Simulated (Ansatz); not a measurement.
Base system: BaTiO$_{3}$ in the cubic perovskite structure (space group Pm-3m, No. 221; a = 4.019 Å).

Now apply this change: every lattice vector is stretched by 1.47 %; the atoms relax in the strained cell.

Levels (all Ansatz, an electronic-structure program, PAW): PBE (420 eV, scalar-relativistic without spin-orbit coupling); r2SCAN (500 eV, without spin-orbit coupling).

The geometry is relaxed with PBE.

| Item | Result |
|---|---|
| PBE lowest conduction level above the VBM at special points | Γ 1.69 eV; X 1.80 eV; M 3.26 eV; R 3.86 eV |
| PBE pressure | -6.46 GPa |
| PBE smallest direct gap | 1.85 eV |

**Question.** How does going to r2SCAN change the lowest conduction level above the VBM at special points, pressure and smallest direct gap?

**Answer.** The lowest conduction level above the VBM at special points changes from Γ 1.69 eV; X 1.80 eV; M 3.26 eV; R 3.86 eV to Γ 2.02 eV; X 2.12 eV; M 3.56 eV; R 4.18 eV; the pressure falls by 3.38 GPa to -9.84 GPa; the smallest direct gap goes up by 0.33 eV, from 1.85 eV to 2.18 eV.

Single points use the geometry relaxed with PBE. Their cutoffs differ, which shifts pressures a little. No phonon test of stability was made. The final runs are not spin-polarised. Many cubic perovskites are stable only at high temperature; tilts and polar distortions were not tested. This is not the structure that BaTiO3 has at room temperature and ambient pressure.
